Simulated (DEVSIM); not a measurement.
System: Schottky contact on n-type GaP, at 300 K.

Layer 1 from the left is GaP, thickness (μm) 1.00, Nd (cm⁻³) 6.9e15, τn (s) 2.5e-6, τp (s) 2.5e-6.

Left contact: Schottky, work function 5.54 eV, emission velocity 1.2e7 cm/s. Right contact: ohmic. Voltage is applied to the left contact. Recombination: SRH at mid-gap. Mobility is constant in doping.

This is a model device: material constants are rounded textbook-type values typed into the input, and sizes, dopings and lifetimes were drawn at random. Values at 300 K.

GaP: gap (eV) 2.26, affinity (eV) 3.8, permittivity 11.1, Nc (cm⁻³) 1.8e19, Nv (cm⁻³) 1.9e19, μn (cm²/Vs) 250, μp (cm²/Vs) 150.

Simulated with DEVSIM: 1D drift-diffusion, Boltzmann statistics, complete ionisation; no tunnelling, impact ionisation, image-force lowering or self-heating. Metal contacts follow the ideal Schottky-Mott rule: no Fermi-level pinning, no interface dipoles.

Dark forward current:

| |V| (V) | |J| (A/cm²) |
|---|---|
| 0.55 | 1.781e-13 |
| 0.60 | 1.192e-12 |
| 0.65 | 8.059e-12 |
| 0.70 | 5.468e-11 |
| 0.75 | 3.712e-10 |
| 0.80 | 2.517e-9 |
| 0.85 | 1.705e-8 |
| 0.90 | 1.152e-7 |
| 0.95 | 7.767e-7 |
| 1.00 | 5.220e-6 |
| 1.05 | 3.495e-5 |
| 1.10 | 0.0002328 |
| 1.15 | 0.001541 |
| 1.20 | 0.01011 |
| 1.25 | 0.06543 |
| 1.30 | 0.4138 |
| 1.35 | 2.480 |
| 1.40 | 12.76 |
| 1.45 | 46.58 |
| 1.50 | 112.4 |
| 1.55 | 202.5 |
| 1.60 | 307.5 |
| 1.65 | 421.7 |
| 1.70 | 541.8 |
| 1.75 | 665.9 |
| 1.80 | 792.9 |

Question: Work out the local ideality factor n = ΔV / (kT/q · ln(J2/J1)) between the rows 0.55 and 0.60 V, 0.70 and 0.75 V, 1.75 and 1.80 V.

Answer: kT/q = 25.85 mV. From 0.55 to 0.60 V: ln(1.192e-12/1.781e-13) = 1.901, n = 1.02, near the 1 of diffusion or emission over a barrier. From 0.70 to 0.75 V: ln(3.712e-10/5.468e-11) = 1.915, n = 1.01, near the 1 of diffusion or emission over a barrier. From 1.75 to 1.80 V: ln(792.9/665.9) = 0.175, n = 11.08; the layers' resistance at their doping, Σ W/(qμN) = 0.00036 Ω cm², would take 46 mV of this step of 50 mV.

Question: Estimate the current at 0.90 V for emission alone, J0 = q v N_band exp(−φB/kT), and read the barrier back from the simulated current.

Answer: φB = 1.740 eV, N_band = 1.80e19 cm⁻³, J0 = 2.02e-22 A/cm²; J = J0 (exp(qV/kT) − 1) = 2.67e-7 A/cm². The simulation gives 1.15e-7 A/cm²; the estimate lies 130 % above. Read backwards, the simulated current gives an apparent barrier of 1.762 eV. The estimate leaves out transport through the depletion region and minority injection.
